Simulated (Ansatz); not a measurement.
Energy from pressure between two volumes: In (I4/mmm, 1 atom in the cell)

```
CELL_PARAMETERS angstrom
     -1.62987     1.62987     2.48243
      1.62987    -1.62987     2.48243
      1.62987     1.62987    -2.48243
ATOMIC_POSITIONS crystal
  In 0.00000 0.00000 0.00000
```

Method of the run: PBE (plane waves, PAW; Ansatz, a program for electronic structure).

Settings: basis.ecutwfc = 1010 eV; kpoints.mp_grid.grid = 14 14 14; hamiltonian.xc = pbe; hamiltonian.pseudopotentials = {kind: paw} (the program's default PAW files); scf.occupations.method = fermi_dirac; scf.occupations.width = 0.1 eV. This cutoff ends a ladder whose last two steps agree within 1 meV/atom.

The second cell is the first with its lattice scaled by 0.98, at the same fractional positions.

The starting cell has typed, rounded lattice constants, without a prior relaxation at this level. Its lattice was rescaled by up to half a per cent. Ansatz's pressure includes its estimate of the finite-basis (Pulay) stress.

| cell | volume (Å³/atom) | pressure (GPa) | F less the first cell's (meV/atom) |
|---|---|---|---|
| first | 26.3782 | 1.60 | 0.00 |
| second | 24.8269 | 4.69 | ? |

Problem. Estimate the energy of the second cell from the pressures, and the bulk modulus between the two volumes.

Solution. With P = −dF/dV, the trapezoid gives ΔF ≈ −(P₁ + P₂)/2 · ΔV = −(3.145 GPa) · (-1.5513 Å³) = 30.45 meV/atom (1 eV/Å³ = 160.22 GPa). The modulus at fixed fractional positions is B = −ΔP/Δln V = 51 GPa, a mean over the interval; zero pressure lies outside it, so this is not the modulus at equilibrium. P(V) is curved, so the trapezoid lies high by about |ΔV|³·B·(1 + B′)/(12·V̄²) = 0.76 meV/atom for an assumed B′ = 4, which leaves 29.69 meV/atom. The runs gave 29.60 meV/atom, a miss of 0.09 meV/atom. Cases were kept where this miss is small, so the page shows the method and is no test of it.

Left out of this page: 15 runs of the series outside the window shown, repeating another row's setting, or not comparable.

Keys are those of Ansatz 0.2.
